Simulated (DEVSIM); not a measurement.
System: Si p+/n-/n+ power diode, at 250 K.

```tsv
layer (left to right)	material	thickness (μm)	Nd (cm⁻³)	Na (cm⁻³)	τn (s)	τp (s)
1	Si	4.20	-	7.7e18	3.7e-6	3.7e-6
2	Si	9.90	1.5e14	-	3.7e-6	3.7e-6
3	Si	6.30	1.3e18	-	3.7e-6	3.7e-6
```

Left contact: ohmic. Right contact: ohmic. Voltage is applied to the left contact. Recombination: SRH at mid-gap, Auger. Mobility is constant in doping.

Constants are typed, rounded textbook-type inputs, not results; the design itself was drawn at random and stands for no fabricated device. Values at 300 K; Nc and Nv go as T^1.5, mobilities as T to minus their exponent, the gap by Varshni's rule with the affinity fixed.

| parameter | Si |
|---|---|
| gap (eV) | 1.124 |
| affinity (eV) | 4.05 |
| permittivity | 11.7 |
| Nc (cm⁻³) | 2.86e19 |
| Nv (cm⁻³) | 3.1e19 |
| μn (cm²/Vs) | 1417 |
| μp (cm²/Vs) | 470 |
| T exponent of μn | 2.3 |
| T exponent of μp | 2.2 |
| Cn (cm⁶/s) | 2.8e-31 |
| Cp (cm⁶/s) | 9.9e-32 |
| Varshni α (eV/K) | 0.000473 |
| Varshni β (K) | 636 |

Model (solved in DEVSIM): 1D drift-diffusion, Boltzmann statistics, complete ionisation; no tunnelling, impact ionisation, image-force lowering or self-heating.

The temperature was swept, all else fixed.

```csv
temperature (K),dark forward voltage at 100 A/cm² (V),dark forward voltage at 1 A/cm² (V),potential step across the device at zero bias (V)
250,0.918,0.811,1.051
300,0.854,0.724,1.008
350,[?],[?],0.962
400,0.720,0.544,0.912
450,0.650,0.451,0.860
500,0.578,0.356,0.806
```

Question: Complete the blanks.

Answer: 
- 350, dark forward voltage at 100 A/cm² (V): 0.788
- 350, dark forward voltage at 1 A/cm² (V): 0.635
